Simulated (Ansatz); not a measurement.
# Hypothetical cubic perovskite TlSnCl3: isotropic strain −2.65 %

Consider TlSnCl3 in the cubic perovskite structure (space group Pm-3m, No. 221; a = 5.508 Å; a hypothetical phase, not in the database extracts checked).

Modification: an isotropic linear strain of −2.65 %, atoms relaxed at fixed cell.

All numbers come from Ansatz (a program for electronic structure), r2SCAN, PAW, cutoff 500 eV, no SOC. Settings: 6×6×6 k-points, 0.05 eV Fermi–Dirac smearing.

- Volume per atom = 30.83 Å³ (base 33.41 Å³)
- Space group = Pm-3m (No. 221) (base Pm-3m (No. 221))
- Shortest interatomic distance = 268.1 pm (base 275.4 pm)
- Energy relative to the base (free energy F) = +19 meV/atom
- Pressure = 2.5 GPa (base 0.0 GPa)
- Band gap = zero (base 0.69 eV)

Final structure:

```
CELL_PARAMETERS angstrom
      5.36174     0.00000     0.00000
      0.00000     5.36174     0.00000
      0.00000     0.00000     5.36174
ATOMIC_POSITIONS crystal
  Tl 0.00000 0.00000 0.00000
  Sn 0.50000 0.50000 0.50000
  Cl 0.00000 0.50000 0.50000
  Cl 0.50000 0.50000 0.00000
  Cl 0.50000 0.00000 0.50000
```

Cost of the whole job for the changed cell (relaxation, final SCF and bands): around 25 core-seconds (rough).

A case with no gap was solved on a k-mesh chosen for an insulator, which is coarse for it. Spin-orbit coupling, missing from the scalar runs, can matter with Tl. Stability against distortions was not tested. All final runs are without spin polarisation. Many cubic perovskites are stable only at high temperature; tilts and polar distortions were not tested. The zero or small gap of TlSnCl3 under isotropic strain −2.65 % can change with the level of theory.
